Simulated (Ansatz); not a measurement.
# Short convergence ladders for LuBRh₃ (P4mm, 5 atoms in the cell)

```xyz
5
Lattice="4.1582 0.0000 0.0000 0.0000 4.1582 0.0000 0.0000 0.0000 4.1582" Properties=species:S:1:pos:R:3 pbc="T T T"
Lu     0.0000     0.0000     0.0500
B      2.0791     2.0791     2.0791
Rh     0.0000     2.0791     2.0791
Rh     2.0791     0.0000     2.0791
Rh     2.0791     2.0791     0.0000
```

Base method: PBEsol, default PAW files made with PBE (plane waves; Ansatz, a first-principles code).

Base settings: basis.ecutwfc = 420 eV; kpoints.mp_grid.grid = 8 8 8; hamiltonian.xc = pbesol; hamiltonian.pseudopotentials = {kind: paw} (the program's default PAW files); scf.occupations.method = gaussian; scf.occupations.width = 0.1 eV.

The count of work is k-points × plane waves × bands × iterations; it is no time. Core times come from one kind of shared machine, to one figure; runs under 30 s give none.

**The k-point mesh at a smearing width of 0.02 eV**

In this ladder: scf.occupations.width = 0.02 eV.

Only quantities that move along the ladder and can be compared are tabulated.

| kpoints.mp_grid.grid | free energy less the last step's (meV/atom) | pressure (GPa) | count of work / last | core time / last (rough) |
|---|---|---|---|---|
| 3 3 3 | -17.46 | -5.51 | 0.011 | – |
| 5 5 5 | 1.60 | -5.31 | 0.033 | – |
| 7 7 7 | 2.52 | -5.28 | 0.073 | – |
| 11 11 11 | 0.36 | -5.29 | 0.26 | 0.2 |
| 16 16 16 | 0.15 | -5.32 | 0.74 | 0.7 |
| 19 19 19 | 0.00 | -5.32 | 1.0 | 1 |

Coarsest kpoints.mp_grid.grid that holds the pressure within 0.1 GPa of the last step, with all finer ones: 5 5 5, at 0.033 of the last step's count of work; the step before is off by 0.19 GPa.

Coarsest kpoints.mp_grid.grid that holds the free energy within 5 meV/atom of the last step, with all finer ones: 5 5 5, at 0.033 of the last step's count of work; the step before is off by 17 meV/atom.

**The width of Fermi-Dirac smearing**

In this ladder: kpoints.mp_grid.grid = 13 13 13; scf.occupations.method = fermi_dirac.

Narrow widths need finer meshes than wide ones, so the last steps can hold mesh noise.

Only quantities that move along the ladder and can be compared are tabulated; pressure and forces are left out, as mesh noise rules them at narrow widths.

```tsv
scf.occupations.width	free energy less the last step's (meV/atom)	energy extrapolated to zero width less the last step's (meV/atom)	core time / last (rough)
1 eV	-988.29	134.12	1
0.5 eV	-202.37	11.74	0.9
0.3 eV	-67.38	-5.31	1.0
0.1 eV	0.00	0.00	1
```

Widest scf.occupations.width that holds the free energy within 5 meV/atom: not settled: the last two steps still differ by 67 meV/atom, over half the tolerance, so the ladder does not show it.

Widest scf.occupations.width that holds the energy extrapolated to zero width within 2 meV/atom: not settled: the last two steps still differ by 5.3 meV/atom, over half the tolerance, so the ladder does not show it.

The extrapolation to zero width removes most of the smearing's effect on the energy.

On the base run: the starting cell comes from a database of computed structures (which also holds hypothetical and non-ambient phases and stackings), without a prior relaxation at this level. Its lattice was rescaled by up to half a per cent. One atom was moved a little off its site on purpose. Spin polarisation is off. In the base run, with a pressure of about -5 GPa the cell is away from its equilibrium volume at this level. Ansatz's pressure includes its estimate of the finite-basis (Pulay) stress.

Left out of this page: 2 runs of the series outside the window shown, repeating another row's setting, or not comparable.

Keys are those of Ansatz 0.2.
